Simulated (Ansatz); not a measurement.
The parent structure is PbF$_{2}$ in the fluorite structure (space group Fm-3m, No. 225).

```cif
data_F8Pb4
_chemical_formula_sum 'Pb4 F8'
_space_group_name_H-M_alt 'Fm-3m'
_space_group_IT_number 225
_space_group_name_Hall '-F 4 2 3'
_cell_length_a 6.00075
_cell_length_b 6.00075
_cell_length_c 6.00075
_cell_angle_alpha 90.000
_cell_angle_beta 90.000
_cell_angle_gamma 90.000
loop_
_atom_site_label
_atom_site_type_symbol
_atom_site_symmetry_multiplicity
_atom_site_Wyckoff_symbol
_atom_site_fract_x
_atom_site_fract_y
_atom_site_fract_z
_atom_site_occupancy
Pb1 Pb 4 a 0.00000 0.00000 0.00000 1
F1 F 8 c 0.25000 0.25000 0.25000 1
```
(The calculation used a cell of 3 atoms; values per cell refer to that cell.)

All numbers come from Ansatz (a first-principles code) PBE, spin-orbit coupling left out.

Strains are applied to the cell and any free atomic positions relax.

One change was made to it. Results:

The energy goes up by 19 meV/atom; the pressure goes from zero to -4.13 GPa; the gap character goes from indirect, W → X to indirect, L → X.

### Question
Which of these changes matches the shifts?
A. isotropic strain −0.50 %
B. isotropic strain +2.50 %
C. isotropic strain +1.00 %
D. isotropic strain −2.00 %
E. isotropic strain +0.50 %

### Answer
B, isotropic strain +2.50 %. For comparison, the energy relative to the base in the other runs: isotropic strain +0.50 % gives +0.8 meV/atom; isotropic strain +1.00 % gives +3.2 meV/atom; isotropic strain −0.50 % gives +0.9 meV/atom; isotropic strain −2.00 % gives +15 meV/atom.

With Pb present, leaving out spin-orbit coupling can change the band edges. Gaps are read on the SCF mesh and a high-symmetry path. No phonon test of stability was made.
